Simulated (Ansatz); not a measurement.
SbSBr (model structure, started from the BiTeI type, P3m1, No. 156, 3 atoms in the cell) was calculated with PBEsol+SOC (Ansatz, an electronic-structure program, plane waves, PAW).

Run with plane-wave cutoff 520 eV, 12×12×6 k mesh (along the axes of the cell as run), Fermi–Dirac smearing 0.01 eV, PAW data made under PBE.

Cell (relaxed with PBE-D3(BJ)):

Space group P3m1 (No. 156); a = b = 3.935 Å, c = 6.209 Å, α = β = 90.00°, γ = 120.00°

| atom | site | symmetry | x | y | z |
|---|---|---|---|---|---|
| Sb | 1a | 3m. | 0.0000 | 0.0000 | 0.9101 |
| S | 1c | 3m. | 0.6667 | 0.3333 | 0.6859 |
| Br | 1b | 3m. | 0.3333 | 0.6667 | 0.2234 |

Q: What does this level give for the band gap, smallest direct gap on the k points sampled and Γ–Γ gap?

A: 
- band gap: 1.03 eV (indirect)
- smallest direct gap on the k points sampled: 1.12 eV
- Γ–Γ gap: 2.27 eV

Note: the relaxation could raise the start's symmetry but not lower it, so the cell can be a saddle point; cell and atoms aren't relaxed at this level (pressure -0.5 GPa).

Computed values are for the static lattice.

It cost around 5 core-minutes (rough) of CPU time.

A model structure was made by putting elements into a prototype or built by hand; it is no filed structure, need not be a known phase, and can be a saddle point held by its symmetry.
